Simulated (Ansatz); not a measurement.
## SnSe₂ in the CdI2 type structure (space group P-3m1, No. 164; layered, stacked along the Cartesian z axis)

```cif
data_Se2Sn
_chemical_formula_sum 'Sn1 Se2'
_space_group_name_H-M_alt 'P 1'
_space_group_IT_number 1
_cell_length_a 3.84028
_cell_length_b 3.84028
_cell_length_c 6.00569
_cell_angle_alpha 90.000
_cell_angle_beta 90.000
_cell_angle_gamma 120.000
loop_
_space_group_symop_operation_xyz
  'x, y, z'
loop_
_atom_site_label
_atom_site_type_symbol
_atom_site_fract_x
_atom_site_fract_y
_atom_site_fract_z
_atom_site_occupancy
Sn1 Sn 0.00000 0.00000 0.00000 1
Se1 Se 0.33333 0.66667 0.26533 1
Se2 Se 0.66667 0.33333 0.73467 1
```

Method: PBE-D3(BJ) (Ansatz, a first-principles code; PAW; 420 eV plane waves; without spin-orbit coupling). Settings: 10×10×6 k-points, 0.05 eV Fermi–Dirac smearing.

```yaml
volume_per_atom: 25.57 Å³
density: 5.99 g/cm³
band_gap: 0.36 eV, indirect, K–Γ (79 % along) → k = (0, 0.400, 1/3) in the run's primitive reciprocal basis
total_energy: -5654.807 eV/atom (σ→0; compares only within this code and set-up)
```

Stability against distortions was not tested.
